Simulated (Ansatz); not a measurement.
Worked calculations on one periodic cell of amorphous Zr20O42Si: Zr20O42Si, 63 atoms, volume 815.6 Å³, made by a melt-quench on the CHGNet potential and relaxed with DFT. O atoms were pushed apart under 1.9 Å during the dynamics, to hinder bonds among them. It is a model cell: composition and starting density were chosen by hand, and all elements were melted together. Cycles of charging were run to anneal it. Calculation: PBE, scalar-relativistic without spin-orbit coupling (plane waves to 420 eV, PAW; Ansatz, a first-principles code). Sampling: a 2×2×2 Γ-centred mesh; Fermi-Dirac width 0.02 eV; no spin polarisation. Its volume was held where the quench left it, its shape was free, and it stands at a mean pressure of -0.2 GPa with stress components up to 0.7 GPa; the relaxation ran on the zone centre alone. Its density went from a set 5.14 to 5.14 g/cm³. The cell is small and was quenched far faster than a real film, so it is one sample of the glass.

Q: Count formal charges (Zr +4, O -2, Si +4). What does the count lead one to expect at the Fermi level, and what does the calculation give?

A: 20 × (+4) + 42 × (-2) + 1 × (+4) = 0. The charges balance, so the anion-derived valence states can be full and a gap can open. On this mesh the highest filled and lowest empty level lie 3.43 eV apart, the PBE gap of this cell, with a localised state at one edge or both.

Four energies for an added electron at PBE on the zone centre alone (charged cells in a uniform background, spin-polarised): neutral at the neutral geometry -108244.057 eV; charged at the neutral geometry -108231.714 eV; charged and relaxed -108232.067 eV; neutral at the charged geometry -108243.494 eV.

Q: Find the two relaxation energies and their sum, the reorganisation energy.

A: On charging: -108231.714 − (-108232.067) = 0.353 eV. On discharging: -108243.494 − (-108244.057) = 0.563 eV. The sum is 0.916 eV. The carrier's level spreads over 8 of the 63 atoms' worth, so it counts as partly localised, most on one Zr atom with neighbours O 2.10 Å, O 2.11 Å, O 2.12 Å, O 2.14 Å, O 2.16 Å, O 2.27 Å (neutral geometry). The values are uncorrected: the image energy of a point charge in this cell, 2.84 × 14.40 / (2 × 9.3) = 2.2 eV before screening, is screened by electrons alone at the fixed geometry and by ions too after relaxing, and the carrier can be spread before it relaxes, so each term can be off by up to that value times 1/ε∞, some tenths of an eV. PBE's self-interaction favours spread-out carriers, so a hybrid can localise more.

Four energies for a hole at PBE on the zone centre alone (charged cells in a uniform background, spin-polarised): neutral at the neutral geometry -108244.057 eV; charged at the neutral geometry -108252.798 eV; charged and relaxed -108253.059 eV; neutral at the charged geometry -108243.225 eV.

Q: Find the two relaxation energies and their sum, the reorganisation energy.

A: On charging: -108252.798 − (-108253.059) = 0.261 eV. On discharging: -108243.225 − (-108244.057) = 0.832 eV. The sum is 1.093 eV. The carrier's level spreads over 3 of the 63 atoms' worth, so it counts as localised, most on one O atom with neighbours Zr 2.13 Å, Zr 2.15 Å, Zr 2.25 Å (neutral geometry). The values are uncorrected: the image energy of a point charge in this cell, 2.84 × 14.40 / (2 × 9.3) = 2.2 eV before screening, is screened by electrons alone at the fixed geometry and by ions too after relaxing, and the carrier can be spread before it relaxes, so each term can be off by up to that value times 1/ε∞, some tenths of an eV. PBE's self-interaction favours spread-out carriers, so a hybrid can localise more.
